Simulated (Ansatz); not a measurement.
# Ga2O3 under a change: uniaxial strain ε_xx = +2.25 %

Start from Ga₂O₃ in the corundum structure (space group R-3c, No. 167; a = 5.000 Å, c = 13.449 Å (hexagonal axes)). Axes: x lies along a and z along c of the hexagonal cell.

It is then changed as follows: the cell is stretched by 2.25 % along x with no lateral relaxation; the atoms relax in the strained cell.

Method: Kohn–Sham DFT with the PBEsol functional, run in Ansatz (a first-principles code) with PAW and 420 eV plane waves, no spin-orbit coupling. Γ-centred 8×8×8 mesh, Fermi–Dirac width 0.05 eV.

```tsv
quantity	base	changed	shift
volume per atom	9.71 Å³	9.93 Å³	+0.22 Å³
space group	R-3c (No. 167)	C2/c (No. 15)	–
shortest interatomic distance	1.931 Å	1.936 Å	+0.0056 Å
energy relative to the base (free energy F)	0 meV/atom	+5.7 meV/atom	+5.7 meV/atom
band gap	2.70 eV	2.43 eV	-0.27 eV
gap character	–	indirect, Γ–C (50 % along) → Γ	–
smallest direct gap	2.95 eV	2.66 eV	-0.296 eV
electron mass	0.22 mₑ (at Γ)	0.21 mₑ (at Γ)	–
largest internal atomic displacement	–	0.011 Å	–
stress (xx, yy, zz, yz, xz, xy; compression positive)	–	(-8.11, -3.66, -2.67, -0.34, 0.00, 0.00) GPa	–
```

Masses are band curvatures over ±0.01 Å⁻¹ around the edge. Whether these cells are dynamically stable was not tested. k-point labels follow each cell's own Brillouin zone.
